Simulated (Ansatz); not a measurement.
An Ansatz (a first-principles code) input (r2SCAN+rVV10, PAW, 500 eV (Ansatz; without spin-orbit coupling), earlier PAW set):

Ansatz 0.2 input:
```yaml
crystal:
  lattice:
    - [3.1702948888, 0, 0.0621377798]
    - [-1.5851474444, 2.7455559112, -0.0310688899]
    - [0.2448633357, 0, 12.4930273338]
  atoms:
    - { symbol: W, position: [0.3333333333, 0.6666666667, 0.25] }
    - { symbol: W, position: [0.6666666667, 0.3333333333, 0.75] }
    - { symbol: S, position: [0.3333333333, 0.6666666667, 0.6248945019] }
    - { symbol: S, position: [0.6666666667, 0.3333333333, 0.1248945019] }
    - { symbol: S, position: [0.6666666667, 0.3333333333, 0.3751054981] }
    - { symbol: S, position: [0.3333333333, 0.6666666667, 0.8751054981] }
basis: { ecutwfc: 500, ecutrho_ratio: 4, xc_grid: 4, fft_grid_basis: typed }
kpoints: { mp_grid: { grid: [12, 12, 3] } }
hamiltonian:
  xc: r2scan
  dispersion: rvv10
  pseudopotentials: { azcp: { folder: ./paw }, kind: paw }
scf: { occupations: { method: fermi_dirac, width: 0.05 }, convergence: { dr2_threshold: 0.0000000006 } }
relax: { f_tol: 0.005, max_steps: 50 }
output: { forces: true, stress: true }
checkpoint: { write: state.ck, write_every: 1000 }
```

**Question.** Which symmetry and how many k-points will the program report, and about how many plane waves at Γ?

**Answer.** Space group C2/c (ITA 15) with 4 operations, k-points 121 of 432, and 2747 plane waves at Γ.

The cells carry an imposed strain or load. No phonon test of stability was made. The cell was made from WS2 in the 2H-MoS2 type structure (space group P6_3/mmc, No. 194; layered, stacked along the Cartesian z axis) by this change: tensor shear ε_xz = +1.96 %.
